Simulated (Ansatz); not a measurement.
CdS: energy against volume

CdS (zinc blende, F-43m, 24.696 Å³/atom and stress up to 0.01 GPa in the relaxed cell, cube axes along x, y and z) under an equal strain ε along all three axes. PBEsol in Ansatz, a plane-wave DFT program (PAW, default set), 420 eV, 10×10×10 Γ-centred mesh, Fermi-Dirac smearing 0.05 eV; ions are relaxed, or left where forces stay under 0.02 eV/Å, within the symmetry of each cell.

Here V stands for volume and E for E less E0.

```csv
volume (Å³/atom),E less E0 (meV/atom),pressure (GPa)
22.5395,?,?
23.2438,18.37,4.28
23.6014,10.15,3.10
23.9626,4.44,1.99
24.3275,1.09,0.96
24.6961,0.00,0.00
25.0684,1.04,-0.89
25.4445,4.10,-1.71
25.8242,9.07,-2.47
26.2077,15.85,-3.18
```

### Question
Fit E against V with the third-order Birch-Murnaghan form, a cubic in V^(-2/3), and predict the withheld value at V = 22.5395.

### Answer
With u = V^(-2/3) - 0.1180, the rows have u = 0.0047803, 0.0035369, 0.0023125, 0.0011064, -0.0000817, -0.0012521, -0.0024054, -0.0035413, -0.0046606. Least squares gives E = 0.007 + 131.8·u + 766769·u² + 1943739·u³. Residuals (row less fit): -0.001, -0.001, 0.004, -0.004, -0.001, 0.000, 0.001, 0.000, -0.001; standard error 0.003 (degrees of freedom: 5). Its minimum lies at u = -0.0000860, so V0 = (0.1179140)^(-3/2) = 24.70. There d²E/du² = 1533000 and d³E/du³ = 1.166e7, so B0 = (4/9) × 24.70^(-7/3) × 1533000 × 0.160218 = 61.4 GPa (the last factor turns the table's units into GPa), and B0' = 4 + (2/3) × 0.1179140 × (1.166e7)/1533000 = 4.6. B0' rests on the cubic coefficient alone and has a standard error of 0.1 from these residuals. At the withheld row, u = 0.0073248, so E = 0.007 + 131.8 × 0.0073248 + 766769 × 0.0073248² + 1943739 × 0.0073248³ = 42.876 meV/atom. The calculation gives 42.86 meV/atom, 0.016 meV/atom below the prediction (0.0 % of the range of E in the table). The row lies outside the fitted rows, so this is an extrapolation. The scatter of the fitted rows lies at the last printed digit.

Other structures, which can take over under pressure, weren't tried. The same form fitted to the pressure column gives B0' = 4.6; series where the two differ by over 0.4 aren't shown. CdS is here a metastable form; wurtzite is the usual one. Rows are the converged runs of the series near zero and its far end, less any whose ions stayed unrelaxed beside relaxed ones; series whose fitted rows scatter by over a few per cent of the range, as at a crossing or softening among them, aren't shown in this form.
